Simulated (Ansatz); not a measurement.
# zinc-blende ZnSe: the defect Zn interstitial

Calculation: PBE, PAW (plane waves to 420 eV; Ansatz, a first-principles code). The supercell holds 64 host sites (2×2×2 repeats of a cell of 8 atoms), with a 2×2×2 shifted k-point sampling for the final energies. Site at the start: void with 4Se nearest. Finite-size correction: monopole term and site-potential alignment. Dielectric constants: PBE linear response of the host. Host gap at this level: 1.15 eV. Finite-size and sampling errors can reach tenths of an eV here. PBE underestimates the host's gap, which shifts levels and can delocalise carriers. Spin–orbit coupling is left out. Each state is the lowest found from its start.

Formation energies E_f are given with the Fermi level at the valence-band maximum. Chemical conditions: Se-rich (Δμ(Zn) = -1.43 eV; only phases computed here count, gases as isolated molecules at 0 K); Zn-rich (Δμ(Zn) = 0.00 eV; only phases computed here count, gases as isolated molecules at 0 K). Reference phases: Zn: hcp Zn.

The name describes the start; the neighbours show where the atoms ended.

Charges with a result: +2, +1, 0. Others weren't obtained, and one of them could lie lower, also by skipping a charge.

| charge | moment (μB) | largest move off a lattice site (Å) | neighbours of the last Zn atom of the defect at the end (Å) | image correction with alignment (eV) | E_f, Se-rich (eV) | E_f, Zn-rich (eV) |
|---|---|---|---|---|---|---|
| +2 | not spin-polarised | 0.22 | Se 2.50, Se 2.50, Se 2.50, Se 2.50 | 0.82 | 1.39 | -0.04 |
| +1* | 1.0 | 0.16 | Se 2.58, Se 2.58, Se 2.58, Se 2.58 | – | – | – |
| 0* | not spin-polarised | 0.21 | Se 2.69, Se 2.69, Se 2.69, Se 2.69 | – | – | – |

* At this level the carrier isn't localised at the defect: at charge +1 electrons occupy the conduction band; at charge 0 electrons occupy the conduction band. Such a state is shallow or no state of the defect, and this cell gives it no level.

No other site or start that was run ended lower by more than 0.1 eV.
